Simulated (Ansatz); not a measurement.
Start from B in the diamond structure (space group Fd-3m, No. 227; a = 4.0324 Å; a hypothetical phase, not in the database extracts checked). Axes: x, y, z lie along the cube axes.

Computed with Kohn–Sham DFT with the PBEsol functional, run in Ansatz (a quantum-chemistry and plane-wave program) with PAW and 420 eV plane waves, no spin-orbit coupling.

Before the change:

The shortest interatomic distance is 3.300 bohr. The band gap comes out as zero.

It is then changed as follows: a free-standing slab of 2 layers (4 atoms, 2 a layer) is cut normal to [110], with 15 Å of vacuum and the in-plane cell held at bulk.

Problem. How does this affect the excess energy per area of both faces, shortest interatomic distance and band gap?

Solution. The excess energy per area of both faces (slab less bulk energy over the cell's area: twice a surface energy) is 1.73 J/m² (uncertain by up to 0.06 J/m²); the shortest interatomic distance decreases by 0.267 bohr, from 3.300 bohr to 3.033 bohr; the band gap remains zero.

Slab and bulk use different k-meshes, which limits the precision of the excess energy. Whether these cells are dynamically stable was not tested.
